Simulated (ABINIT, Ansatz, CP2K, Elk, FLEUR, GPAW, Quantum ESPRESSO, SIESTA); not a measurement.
**One structure in several programs: PbS (Fm-3m, 2 atoms in the cell)**

Self-consistent single point, at a second geometry (lattice scaled by 0.98). First geometry:

```xyz
2
Lattice="0.0000 2.9308 2.9308 2.9308 0.0000 2.9308 2.9308 2.9308 0.0000" Properties=species:S:1:pos:R:3 pbc="T T T"
Pb     0.0000     0.0000     0.0000
S      2.9308     2.9308     2.9308
```

Shared settings, as Ansatz (a quantum-chemistry and plane-wave program) writes them: kpoints.mp_grid.grid = 5 5 5; scf.occupations.method = fermi_dirac; scf.occupations.width = 0.01 eV. Potentials and cutoffs stand in the table.

```
code                                                                                                                                model  ΔF from the first geometry (meV/atom)  pressure (GPa)         cutoff
----------------  -----------------------------------------------------------------------------------------------------------------------  -------------------------------------  --------------  -------------
ABINIT                                                           PBE, norm-conserving pseudopotentials (PseudoDojo nc-sr-05 PBE standard)                                   60.2            9.01          31 Ha
FLEUR                                                                        PBE, all-electron FLAPW (FLEUR), scalar-relativistic valence                                   62.5               –  Kmax 4 1/bohr
GPAW                                                                                         PBE, GPAW PAW datasets PBE (gpaw-data 1.0.1)                                   58.8            8.73         600 eV
SIESTA            GGA PBE, numerical atomic orbitals TZP, PseudoDojo PBE standard norm-conserving potentials (rewritten from UPF to PSML)                                   65.4            9.57    grid 300 Ry
Ansatz                                                                                                             PBE, default PAW files                                   61.4            9.14        default
Quantum ESPRESSO                                                                           PBE, GBRV 1.5 ultrasoft (PBE) pseudopotentials                                   59.9            8.95          40 Ry
CP2K                                                              PBE, GPW, DZVP-MOLOPT-PBE-GTH basis, GTH-PBE potentials (POTENTIAL_UZH)                                   72.8           10.55    grid 400 Ry
Elk                                                          PBE, all-electron FP-LAPW, Elk's shipped species files, default APW+lo basis                                   63.3               –       rgkmax 7
```

A dash marks a value that a program does not give, or that is left out as unsure.

On Ansatz's run: spin-orbit coupling is off.

The spread over the programs that give each value: ΔF from the first geometry within 14.0 meV/atom; pressure within 1.82 GPa.

SIESTA and CP2K use small atom-centred bases, whose incompleteness enters pressures, forces and empty levels differently from a plane-wave cutoff. FLEUR and Elk treat all electrons, but the usual bases taken here (sphere radii, linearisation, local orbitals, empty states) were not tested for convergence, so the values are no reference for the others. Ansatz's pressure is given at a fixed set of plane waves, as the other plane-wave codes print theirs. In the pressure, CP2K (by 1.57) lies more than 1 GPa from the median of the plane-wave programs.

This mesh misses zone-boundary points where a band edge of such crystals can lie, so no gaps are given.

The starting cell has typed, rounded lattice constants, without a prior relaxation at this level. Its lattice was rescaled by a random factor within 2.5 % of one. For this run, on top of that: lattice scaled by 0.98.

Keys are those of Ansatz 0.2.
